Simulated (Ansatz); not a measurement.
## Hypothetical cubic perovskite TlCdBr3: isotropic strain −5.56 %

Take TlCdBr3 in the cubic perovskite structure (space group Pm-3m, No. 221; a = 5.463 Å; a hypothetical phase, not in the database extracts checked) as the base.

Modification: the cell is scaled by 0.9444 in all directions, atoms relaxed at fixed cell.

Calculations: plane-wave PAW DFT at the r2SCAN level (Ansatz, a program for electronic structure, 500 eV), no spin-orbit coupling. Γ-centred 6×6×6 mesh, Fermi–Dirac width 0.05 eV.

The volume per atom shrinks by 5.14 Å³ (32.60 Å³ → 27.46 Å³) and the space group stays Pm-3m (No. 221). The energy grows by 111 meV/atom and the band gap goes up by 0.149 eV (1.52 eV → 1.66 eV). The gap character stays indirect, R → Γ and the smallest direct gap rises by 0.76 eV, from 2.17 eV to 2.93 eV. The width of the top valence band increases by 0.62 eV (0.67 eV → 1.29 eV) and the electron mass stays 0.20 mₑ (at Γ).

Final structure:

```xyz
5
Lattice="5.1589 0.0000 0.0000 0.0000 5.1589 0.0000 0.0000 0.0000 5.1589" Properties=species:S:1:pos:R:3 pbc="T T T"
Tl     0.0000     0.0000     0.0000
Cd     2.5794     2.5794     2.5794
Br     0.0000     2.5794     2.5794
Br     2.5794     2.5794     0.0000
Br     2.5794     0.0000     2.5794
```

Spin-orbit coupling, missing from the scalar runs, can matter with Tl. Effective masses come from finite differences of ±0.01 Å⁻¹. Stability against distortions was not tested. Many cubic perovskites are stable only at high temperature; tilts and polar distortions were not tested.
